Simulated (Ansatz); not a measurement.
GaP (F-43m), HSE06, rigid bands (Ansatz, a program for electronic structure): N_c = 4.14e19 cm⁻³ at 300 K and an electron conductivity mass of 0.344 mₑ.

Question: For 1e16 electrons per cm³ at 300 K, place the Fermi level, estimate the Seebeck coefficient of a parabolic band with constant τ, and give mobility and conductivity for τ = 5 fs.

Answer: The level lies k_BT ln(N_c/n) = 0.215 eV below the conduction-band minimum. S ≈ −(k_B/e)[ln(N_c/n) + 5/2] = -933 μV/K, against -923 μV/K from the full bands (mean over directions). μ = eτ/m = 25.6 cm²/(V·s) and σ = neμ = 0.0410 S/cm. τ is assumed, not computed.

Band transport and this doping are assumed; polarons and phonon drag are left out. Spin-orbit coupling is left out. Geometry: cell and atoms relaxed with PBEsol.
